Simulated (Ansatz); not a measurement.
## A constructed model of the (100) surface of rock-salt TiN, a layer of Co, one atom over each N (bottom of the slab: a bare face, its two planes held)

All values below come from PBE (plane waves to 420 eV, PAW; Ansatz, a quantum-chemistry and plane-wave program).

Set-up: 13 atoms, 12.7 Å thick at the start with caps and adatoms (thin: gaps and levels are the slab's own); mesh 12x12x1; 0.1 eV smearing; dipole correction on; 4 atoms held, the rest relaxed; symmetry of the start imposed; spin-polarised, ending with about 1.4 μB a cell; orders that need a larger cell were not tried, no spin-orbit, no U. In PBE it is, or lies within 0.01 eV a 1x1 cell of, the lowest of the 2 structures of its composition computed so far; subsurface sites and larger cells were not tried.

- work function of the top face = 4.37 eV
- energy released by relaxation = 0.24 eV
- magnetic moment of the cell = 1.43 μB
- cost = about 14 core-minutes (a rough figure)
